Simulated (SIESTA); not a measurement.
Worked example: self-consistent single point of TaSb2 (Cm, 6 atoms in the cell) in SIESTA.

Method: GGA PBEsol, numerical atomic orbitals TZP, PseudoDojo PBEsol standard norm-conserving potentials (rewritten from UPF to PSML) (SIESTA).

```
CELL_PARAMETERS angstrom
      5.15308    -1.85443     0.00000
      5.15308     1.85443     0.00000
     -4.25842     0.00000     7.22092
ATOMIC_POSITIONS crystal
  Ta 0.85172 0.85172 0.81793
  Ta 0.15114 0.15114 0.18899
  Sb 0.14828 0.14828 0.53530
  Sb 0.85172 0.85172 0.46470
  Sb 0.40462 0.40462 0.11031
  Sb 0.59538 0.59538 0.88969
```

Reference input (self-consistent single point, DFT, GGA PBEsol, numerical atomic orbitals TZP, PseudoDojo PBEsol standard norm-conserving potentials (rewritten from UPF to PSML)): XC.functional = GGA; XC.authors = PBEsol; potentials = PseudoDojo PBEsol standard; PAO.BasisSize = TZP; PAO.EnergyShift = 0.005 Ry; MeshCutoff = 400 Ry; kgrid.MonkhorstPack = 5 5 2; OccupationFunction = MP; OccupationMPOrder = 0; ElectronicTemperature = 0.1 eV; MaxSCFIterations = 150; SCF.Mixer.Method = Broyden. This run's input differs from it in these lines:

```diff
@@ -32,5 +32,5 @@
 %block kgrid.MonkhorstPack
-    5   0   0  0.0
-    0   5   0  0.0
-    0   0   2  0.0
+    8   0   0  0.0
+    0   8   0  0.0
+    0   0   4  0.0
 %endblock kgrid.MonkhorstPack
@@ -38,3 +38,3 @@
 OccupationMPOrder            0
-ElectronicTemperature        0.1 eV
+ElectronicTemperature        0.3 eV
```

Output (repeated stretches shortened):

```
        iscf     Eharris(eV)        E_KS(eV)     FreeEng(eV)     dDmax    Ef(eV) dHmax(eV)
   scf:    1   -13391.892271   -13413.076520   -13413.117330  1.740359 -3.237947 10.712360
   scf:    2   -13419.616360   -13416.778737   -13416.820983  0.060989 -3.438466  6.680066
   scf:    3   -13419.325432   -13418.606580   -13418.651953  0.092095 -3.725235  1.990693
   scf:    4   -13419.002332   -13418.847679   -13418.892899  0.058235 -3.802180  1.269916
   scf:    5   -13417.704800   -13418.523766   -13418.573887  0.078560 -4.066768  2.622070
   [... 6 lines left out ...]
   scf:   12   -13418.957920   -13418.957923   -13419.004081  0.000084 -3.914220  0.001850
   scf:   13   -13418.957920   -13418.957921   -13419.004082  0.000057 -3.914186  0.001508
   scf:   14   -13418.957919   -13418.957920   -13419.004082  0.000049 -3.914162  0.001234
   scf:   15   -13418.957918   -13418.957919   -13419.004082  0.000041 -3.914147  0.000970
SCF Convergence by DM+H criterion
max |DM_out - DM_in|         :     0.0000411284
max |H_out - H_in|      (eV) :     0.0009703276
SCF cycle converged after 15 iterations

Using DM_out to compute the final energy and forces

siesta: E_KS(eV) =           -13418.9579

siesta: E_KS - E_eggbox =    -13418.9579

siesta: Atomic forces (eV/Ang):
     1    0.090746   -0.000000   -0.648085
     2   -0.037436    0.000000    0.073615
     3    0.180803    0.000000    0.250771
     4   -0.147987   -0.000000    0.045857
     5   -0.116054    0.000000    0.333181
     6    0.029701    0.000000   -0.055458
   Tot   -0.000228    0.000000   -0.000119
   Max    0.648085
   Res    0.194805    sqrt( Sum f_i^2 / 3N )
   Max    0.648085    constrained

   [... lines left out ...]
siesta: FreeEng =    -13419.004082
siesta: Cell volume =        138.006534 Ang**3
siesta:         -31.42722493        -16.94139672  kBar
   [... lines left out ...]

              2.001   0.177   0.163   0.140   0.171   0.153

mulliken: Qtot =       86.000

Mulliken Atomic Populations:
Atom #   charge [q] valence [e]  Species
     1     1.077487   11.922513  Ta
     2     1.084546   11.915454  Ta
     3    -0.323596   15.323596  Sb
     4    -0.329846   15.329846  Sb
     5    -0.760359   15.760359  Sb
     6    -0.748231   15.748231  Sb
 Total     0.000000
```

The run converged in 15 iterations. Against the reference run the free energy goes down by 5.2 meV/atom, the pressure moves little (-3.15 to -3.14 GPa) and the largest force goes from 0.733 to 0.654 eV/Å.

The starting cell comes from a database of computed structures (which also holds hypothetical and non-ambient phases and stackings), without a prior relaxation at this level. Its lattice was rescaled by up to half a per cent. One atom was moved a little off its site on purpose. Spin polarisation is off. Values carry the incompleteness of an atom-centred basis. With a pressure of about -3 GPa the cell is away from its equilibrium volume at this level.

Cost on one core of a shared machine: roughly 3 min.
